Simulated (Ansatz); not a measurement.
Bi₂Te₂S (within 0.1 Å of I4/mmm, No. 139, 5 atoms in the cell; start mp-632485; a measured phase of this formula has another space group) was calculated with PBEsol (Ansatz, a program for electronic structure, PAW).

Settings: plane-wave cutoff 520 eV, 8×8×8 k mesh, Fermi–Dirac smearing 0.01 eV, scalar-relativistic PAW data made under PBE.

Cell (relaxed at this level):

```cif
data_Bi2STe2
_chemical_formula_sum 'Bi2 Te2 S1'
_space_group_name_H-M_alt 'P 1'
_space_group_IT_number 1
_cell_length_a 9.53051
_cell_length_b 9.53051
_cell_length_c 4.37182
_cell_angle_alpha 103.249
_cell_angle_beta 103.249
_cell_angle_gamma 26.523
loop_
_space_group_symop_operation_xyz
  'x, y, z'
loop_
_atom_site_label
_atom_site_type_symbol
_atom_site_fract_x
_atom_site_fract_y
_atom_site_fract_z
_atom_site_occupancy
Bi1 Bi 0.86072 0.86072 0.86101 1
Bi2 Bi 0.13928 0.13928 0.13899 1
Te1 Te 0.67452 0.67452 0.67439 1
Te2 Te 0.32548 0.32548 0.32561 1
S1 S 0.00000 0.00000 0.00000 1
```

Q: Estimate the band gap, smallest direct gap on the k points sampled and Γ–Γ gap that the calculation returns.

A: 
* **band gap**: 0.20 eV
* **smallest direct gap on the k points sampled**: 0.53 eV
* **Γ–Γ gap**: 3.28 eV

Spin–orbit coupling is not included; it can close the smallest gap of 0.20 eV.

A start named mp-… is a Materials Project structure, which need not be a measured phase.
